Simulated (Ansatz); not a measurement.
C, response to strain

Take C in the graphite type structure (space group P6_3/mmc, No. 194; a = 2.458 Å, c = 6.563 Å; layered, stacked along the Cartesian z axis) as the base. Axes: x lies along a and z along c of the hexagonal cell.

Strains are applied to the cell and any free atomic positions relax; under biaxial strain the out-of-plane vector relaxes too; under stress the whole cell relaxes.

The values are results of PBEsol-D3(BJ) (Ansatz, a program for electronic structure; PAW; 420 eV plane waves; scalar-relativistic without spin-orbit coupling), not measurements.

Notes on the quantities. pressure: mean of the normal stresses, compression positive.

```tsv
case	pressure	volume per atom	space group
base	0.0 GPa	8.59 Å³	P6_3/mmc (No. 194)
biaxial strain −4.86 %, plane normal [001], relaxed out of plane	55.0 GPa	7.74 Å³	P6_3/mmc (No. 194)
biaxial strain +0.67 %, plane normal [001], relaxed out of plane	(withheld)	(withheld)	P6_3/mmc (No. 194)
biaxial strain +1.48 %, plane normal [001], relaxed out of plane	-12.3 GPa	8.86 Å³	P6_3/mmc (No. 194)
biaxial strain +3.41 %, plane normal [001], relaxed out of plane	-25.5 GPa	9.23 Å³	P6_3/mmc (No. 194)
isotropic strain +2.20 %	-17.4 GPa	9.17 Å³	P6_3/mmc (No. 194)
uniaxial strain ε_xx = −1.01 %	4.7 GPa	8.50 Å³	Cmcm (No. 63)
uniaxial stress, 3 GPa tension along x	–	8.61 Å³	Cmcm (No. 63)
tensor shear ε_xz = +0.69 %	0.0 GPa	8.59 Å³	C2/c (No. 15)
uniaxial stress, 0.5 GPa compression along z	–	8.48 Å³	P6_3/mmc (No. 194)
```

Problem. What belongs in the blanks?

Solution. 
- biaxial strain +0.67 %, plane normal [001], relaxed out of plane, pressure: -5.8 GPa
- biaxial strain +0.67 %, plane normal [001], relaxed out of plane, volume per atom: 8.71 Å³

A case with no gap was solved on a k-mesh chosen for an insulator, which is coarse for it. Stability under load was not tested beyond the relaxation.
